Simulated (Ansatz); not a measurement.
Base system: Tl₂O in the anti-fluorite structure (space group Fm-3m, No. 225; a = 6.431 Å; a hypothetical phase, not in the database extracts checked).

Method: Ansatz (a quantum-chemistry and plane-wave program) PBEsol, without spin-orbit coupling.

Before the change:

```
Property            Value
---------------  --------
Volume per atom  22.17 Å³
```

Modification: hydrostatic tension (pressure −2 GPa).

### Question
Estimate the effect on the volume per atom.

### Answer
The volume per atom goes up by 1.04 Å³, from 22.17 Å³ to 23.21 Å³.

Load acts through the strain it causes; cell and atoms are relaxed under it. No phonon test of stability was made. The final runs are not spin-polarised.
